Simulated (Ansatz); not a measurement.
## BaAg2GeS4: energy against strain

BaAg2GeS4 (I-42m, 22.765 Å³/atom and stress up to 0.01 GPa in the relaxed cell, c along z) under an equal strain ε in the (001) plane with the normal axis free, as in a coherent film. PBEsol in Ansatz, a plane-wave DFT program (PAW, default set), 420 eV, 7×7×7 Γ-centred mesh, Fermi-Dirac smearing 0.05 eV; ions are relaxed, or left where forces stay under 0.02 eV/Å, within the symmetry of each cell.

Here s stands for strain and y for E less E0.

| strain (%) | E less E0 (meV/atom) |
|---|---|
| -1.50 | 2.87 |
| -0.75 | 0.73 |
| 0.00 | 0.00 |
| 0.75 | 0.75 |
| 1.50 | 3.01 |
| 3.00 | ? |

Fit y of the 5 rows that show it with a parabola. Least squares gives y = 0.003 + 0.0400·s + 1.3054·s². Residuals (row less fit): -0.010, 0.023, -0.003, -0.017, 0.010; standard error 0.023 (degrees of freedom: 2). The quadratic coefficient over the volume, 1.3054 meV × 10⁴ × 0.1602 / 22.765 Å³, is the biaxial elastic modulus of this plane = 91.9 ± 0.8 GPa (± standard error of the fit, which holds the terms cut off).

Q: Estimate the missing y (s = 3.00); what did the run itself give?

A: y = 0.003 + 0.0400 × 3.00 + 1.3054 × 3.00² = 11.872 meV/atom. The calculation gives 12.02 meV/atom, 0.148 meV/atom above the prediction (1.2 % of the range of y in the table). The row lies outside the fitted rows, so this is an extrapolation. From the scatter of the fitted rows alone, a prediction at this place has a standard error of 0.093 meV/atom, so the miss is 1.6 times that.

A polynomial of degree 3 through the 8 other runs of the series gives 12.25 there. The start is a measured cell from the literature; how it stands against other phases or cation orders wasn't checked. Rows are the converged runs of the series near zero and its far end, less any whose ions stayed unrelaxed beside relaxed ones; series whose fitted rows scatter by over a few per cent of the range, as at a crossing or softening among them, aren't shown in this form. Most that stay on the fit to the last digits aren't either.
